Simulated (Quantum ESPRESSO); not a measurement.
Input and output of a self-consistent single point for PdPtAu (P3m1, 3 atoms in the cell) (Quantum ESPRESSO).

Computed with LDA (PZ), GBRV 1.5 ultrasoft (LDA) pseudopotentials (plane waves; Quantum ESPRESSO 7.5).

The change in words: lattice scaled by 0.98. Reference geometry:
```yaml
crystal:
  lattice:
    - [2.84952, 0.00000, 0.00000]
    - [-1.42476, 2.46776, 0.00000]
    - [0.00000, 0.00000, 6.98638]
  atoms:
    - { symbol: Pd, position: [0.00000, 0.00000, 0.33796] }
    - { symbol: Pt, position: [0.66667, 0.33333, 0.65909] }
    - { symbol: Au, position: [0.33333, 0.66667, 0.00295] }
```

Reference input (self-consistent single point, DFT, LDA (PZ), plane waves, GBRV 1.5 ultrasoft (LDA) pseudopotentials): ecutwfc = 40 Ry; ecutrho = 320 Ry; occupations = smearing; smearing = gauss; degauss = 0.0099958 Ry; potentials = {Pd: pd_lda_v1.4.uspp.F.UPF, Pt: pt_lda_v1.4.uspp.F.UPF, Au: au_lda_v1.uspp.F.UPF}; K_POINTS = automatic 16 16 6 0 0 0; conv_thr = 1e-10 Ry; mixing_beta = 0.3. This run's input differs from it in these lines:

```diff
@@ -10,4 +10,4 @@
   ibrav = 4
-  celldm(1) = 5.3848127046
-  celldm(3) = 2.451774189162
+  celldm(1) = 5.2771169812
+  celldm(3) = 2.451773799362
   nat = 3
```

The program printed (abridged):

```
     Self-consistent Calculation

     iteration #  1     ecut=    40.00 Ry     beta= 0.30

     negative rho (up, down):  2.490E-01 0.000E+00

     total energy              =    -524.30446730 Ry
     estimated scf accuracy    <       1.88043451 Ry

     iteration #  2     ecut=    40.00 Ry     beta= 0.30

     negative rho (up, down):  2.467E-01 0.000E+00

     total energy              =    -524.24627680 Ry
     estimated scf accuracy    <       1.50422799 Ry

     iteration #  3     ecut=    40.00 Ry     beta= 0.30

     negative rho (up, down):  2.457E-01 0.000E+00

     total energy              =    -524.37062087 Ry
     estimated scf accuracy    <       1.78089889 Ry

   [... 10 blocks of this kind left out ...]

     iteration # 14     ecut=    40.00 Ry     beta= 0.30

     negative rho (up, down):  2.450E-01 0.000E+00

     total energy              =    -524.52137316 Ry
     estimated scf accuracy    <          2.3E-10 Ry

     iteration # 15     ecut=    40.00 Ry     beta= 0.30

     negative rho (up, down):  2.450E-01 0.000E+00
     End of self-consistent calculation

     Number of k-points >= 100: set verbosity='high' to print the bands.

     the Fermi energy is    18.5951 ev

!    total energy              =    -524.52137316 Ry
     estimated scf accuracy    <          5.2E-11 Ry
     smearing contrib. (-TS)   =      -0.00308552 Ry
     internal energy E=F+TS    =    -524.51828763 Ry

     convergence has been achieved in  15 iterations

     negative rho (up, down):  2.450E-01 0.000E+00

     Forces acting on atoms (cartesian axes, Ry/au):

     atom    1 type  1   force =     0.00000000   -0.00000000   -0.00775239
     atom    2 type  2   force =     0.00000000   -0.00000000    0.00855042
     atom    3 type  3   force =     0.00000000    0.00000000   -0.00079802

     Total force =     0.011569     Total SCF correction =     0.000042

     negative rho (up, down):  2.450E-01 0.000E+00
          total   stress  (Ry/bohr**3)                   (kbar)     P=      -45.86
  -0.00034169   0.00000000   0.00000000          -50.26        0.00        0.00
   0.00000000  -0.00034169   0.00000000            0.00      -50.26        0.00
   0.00000000   0.00000000  -0.00025178            0.00        0.00      -37.04

   JOB DONE.
```

The run converged in 15 iterations. Against the reference run the free energy goes down by 61.1 meV/atom, the pressure goes from -15.72 to -4.59 GPa and the largest force goes from 0.100 to 0.220 eV/Å.

The starting cell comes from a database of computed structures (which also holds hypothetical and non-ambient phases and stackings), without a prior relaxation at this level. For this run, on top of that: lattice scaled by 0.98. Spin polarisation is off. With a pressure of about -5 GPa the cell is away from its equilibrium volume at this level.

Cost on one core of a shared machine: roughly 80 s.
